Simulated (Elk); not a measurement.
Band structure of Ru (P6_3/mmc, 2 atoms in the cell).

```xyz
2
Lattice="1.3550 -2.3469 0.0000 1.3550 2.3469 0.0000 0.0000 0.0000 4.2800" Properties=species:S:1:pos:R:3 pbc="T T T"
Ru     1.3550     0.7823     1.0700
Ru     1.3550    -0.7823     3.2100
```

Method of the run: PBE, all-electron FP-LAPW, Elk's shipped species files, default APW+lo basis (Elk).

Settings: xctype = 20; rgkmax = 7; stype = 3; swidth = 0.00499791 Ha; ngridk = 9 9 5; rmtscf = 0.9.

The starting cell has typed, rounded lattice constants, without a prior relaxation at this level. Spin polarisation is off. Values depend on the basis (sphere radii, cutoffs, local orbitals), which need not be converged.

Levels in eV from the Fermi level, bands 13 to 20:
```csv
point,13,14,15,16,17,18,19,20
Γ,-2.46,-2.01,-2.01,-1.48,-1.48,1.11,1.11,1.20
M,-2.13,-1.90,-1.59,1.34,1.76,1.83,3.98,6.04
K,-2.91,-2.91,-1.16,0.97,0.97,1.41,6.96,7.19
A,-2.81,-2.81,-2.76,-2.76,0.49,0.49,0.49,0.49
L,-1.14,-1.14,0.36,0.36,1.60,1.60,3.30,3.30
H,-2.80,-2.80,-1.25,-1.25,1.17,1.17,8.33,8.33
```

Bands cross the Fermi level along this path, so the cell is metallic at this level.
